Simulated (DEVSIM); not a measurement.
**illuminated Si n-on-p cell, one wavelength**

System: illuminated Si n-on-p cell, one wavelength, at 300 K.

| layer (left to right) | material | thickness (μm) | Nd (cm⁻³) | Na (cm⁻³) | τn (s) | τp (s) | absorption coefficient (cm⁻¹) |
|---|---|---|---|---|---|---|---|
| 1 | Si | 0.330 | 9.9e18 | - | 7.3e-7 | 9.7e-8 | 6200 |
| 2 | Si | 31.0 | - | 2.4e16 | 1.4e-6 | 1.4e-6 | 6200 |

Left contact: ohmic, minority hole recombination velocity 8e5 cm/s. Right contact: ohmic, minority electron recombination velocity 30 cm/s. Voltage is applied to the left contact. Recombination: SRH at mid-gap, radiative, Auger. Light enters at the left, 2.5e16 photons cm⁻² s⁻¹, one pass, no reflection. Mobility is μmin + (μ − μmin)/(1 + (N/Nref)^α).

Constants are typed, rounded textbook-type inputs, not results; the design itself was drawn at random and stands for no fabricated device. Values at 300 K.

| parameter | Si |
|---|---|
| gap (eV) | 1.124 |
| affinity (eV) | 4.05 |
| permittivity | 11.7 |
| Nc (cm⁻³) | 2.86e19 |
| Nv (cm⁻³) | 3.1e19 |
| μn (cm²/Vs) | 1417 |
| μp (cm²/Vs) | 470 |
| μn,min | 52 |
| μp,min | 45 |
| Nref,n | 9.7e16 |
| Nref,p | 2.2e17 |
| αn | 0.68 |
| αp | 0.72 |
| B (cm³/s) | 4.7e-15 |
| Cn (cm⁶/s) | 2.8e-31 |
| Cp (cm⁶/s) | 9.9e-32 |

Model (solved in DEVSIM): 1D drift-diffusion, Boltzmann statistics, complete ionisation; no tunnelling, impact ionisation, image-force lowering or self-heating.

| Item | Value |
|---|---|
| Potential step across the device at zero bias | 0.911 V |
| Largest field in the device at zero bias | 190000 V/cm |
| Dark forward voltage at 1 A/cm² | 0.707 V |
| Dark forward voltage at 100 A/cm² | 0.882 V |
| Short-circuit current | 3.61 mA/cm² |
| Open-circuit voltage | 0.555 V |
| Fill factor | 0.81 |
| Largest power | 1.63 mW/cm² |
| Share of generated pairs collected at short circuit | 0.902 |

Dark reverse current:

```tsv
V (V)	J (A/cm²)
0.04	7.7e-10
0.10	1.5e-9
0.20	2.5e-9
0.30	3.5e-9
0.40	4.3e-9
0.60	5.8e-9
0.80	7.2e-9
1.00	8.5e-9
1.30	1.0e-8
1.60	1.2e-8
2.00	1.4e-8
```

Small-signal capacitance in reverse bias (quasi-static):

```csv
V (V),C (nF/cm²)
0.04,48.6
0.1,46.9
0.2,44.5
0.3,42.4
0.4,40.5
0.6,37.5
0.8,35.1
1,33.1
1.3,30.6
1.6,28.6
2,26.5
```
